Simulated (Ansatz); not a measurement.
**MgTe: stress against strain**

MgTe (wurtzite, P6_3mc, 32.298 Å³/atom at rest, c along z) under an equal strain ε in the (0001) plane with the normal axis free, as in a coherent film. LDA in Ansatz, a plane-wave DFT program (PAW, default set), 420 eV, 9×9×5 Γ-centred mesh, Fermi-Dirac smearing 0.05 eV; ions are relaxed within the symmetry of each cell. Stress is positive for a compressed cell.

Here s stands for strain and y for stress xx.

| strain (%) | stress xx (GPa) |
|---|---|
| -1.20 | 0.77 |
| -0.60 | 0.38 |
| 0.00 | 0.00 |
| 0.60 | -0.37 |
| 1.20 | -0.73 |
| 3.00 | ? |

Task: Using a straight line, estimate the missing y at s = 3.00 from the other rows, showing the fit.

Result: Means: s 0, y 0.010. About the means, the sum of products is -2.2500 and the sum of squares of s is 3.6000; the slope is their ratio. Least squares gives y = 0.010 - 0.6250·s. Residuals (row less fit): 0.010, -0.005, -0.010, -0.005, 0.010; standard error 0.011 (degrees of freedom: 3). The slope gives the biaxial elastic modulus of this plane = 62 ± 0.6 GPa. At the withheld row, y = 0.010 - 0.6250 × 3.0 = -1.865 GPa. The calculation gives -1.74 GPa, 0.125 GPa above the prediction (5.0 % of the range of y in the table). The row lies outside the fitted rows, so this is an extrapolation. From the scatter of the fitted rows alone, a prediction at this place has a standard error of 0.021 GPa, so the miss is 6.0 times that.

One order more, fitted to all 11 runs of the series, follows each within 0.01, so the miss is the next term of a smooth law. Rows are the converged runs of the series near zero and its far end; series whose fitted rows scatter by over a few per cent of the range, as at a crossing or softening among them, aren't shown in this form. Most that stay on the fit to the last digits aren't either.
